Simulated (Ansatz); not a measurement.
The starting structures come from a database of crystals and need not be the phases stable at ambient conditions.

Input:

```
Ge3N4
1.0
    5.87722     0.00000     0.00000
    0.00000     5.87722     0.00000
    2.93861    -2.93861     4.15583
Ge N
6 8
Direct
  0.37500   0.87500   0.25000
  0.87500   0.37500   0.75000
  0.37500   0.37500   0.25000
  0.37500   0.37500   0.75000
  0.00000   0.00000   0.00000
  0.75000   0.75000   0.50000
  0.61684   0.61684   0.23368
  0.13316   0.60052   0.73368
  0.14948   0.61684   0.23368
  0.13316   0.13316   0.73368
  0.61684   0.61684   0.76632
  0.60052   0.13316   0.26632
  0.61684   0.14948   0.76632
  0.13316   0.13316   0.26632
```

Space group of this cell: Fd-3m. The cell is taken as given; by PBEsol its mean pressure is -6.4 GPa.

Level of theory: PBEsol (plane waves, PAW; Ansatz, a program for electronic structure).

The current runs along the normal of the first two printed vectors; no spin-orbit coupling. Scaled by the factor s: both lengths across the current (ions clamped). Meshes 8×8×8 and 6×6 across the current in all rows.

```csv
s,mean pressure (GPa),band gap (eV)
0.98,2.9,2.11
1.00,-6.4,1.87
1.02,-13.8,?
```

Question: Take the slope of the band gap against ln s from the two given rows, extrapolate to s = 1.02, and say what the run there gives.

Answer: Slope = (2.11 − 1.87) / ln 0.98 = -11.9 eV. The line gives 1.87 + (-11.9) × ln 1.02 = 1.63 eV. The run gives 1.38 eV, 0.25 eV under the line, 108 % of the predicted step.
